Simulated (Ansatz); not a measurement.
The starting structures come from a database of crystals and need not be the phases stable at ambient conditions.

By PBEsol, the system below comes out a metal.

Consider the following.

```xyz
6
Lattice="3.2464 0.0000 0.0000 -1.6232 2.8114 0.0000 0.0000 0.0000 16.3470" Properties=species:S:1:pos:R:3 pbc="T T T"
Sc     2.4022     1.4621     8.1735
Sc     1.5581     0.0000    10.8980
Sc     0.7790     1.3493    13.6225
Sc    -0.7790     1.3493     0.0000
Sc     1.6883     0.0000     2.7245
Sc     0.8442     1.4621     5.4490
```

Space group of this cell: P6_122. The cell is taken as given; by PBEsol its mean pressure is -2.4 GPa.

The current flows along the normal of the first two printed cell vectors, the (001) plane of the conventional cell. No spin-orbit coupling; the value is a mean over 0.1 eV about the Fermi level.

Task: State the ballistic conductance per area according to PBEsol (Ansatz, a first-principles code).

Result: 0.52 × 10¹⁵ S/m² for both spins.
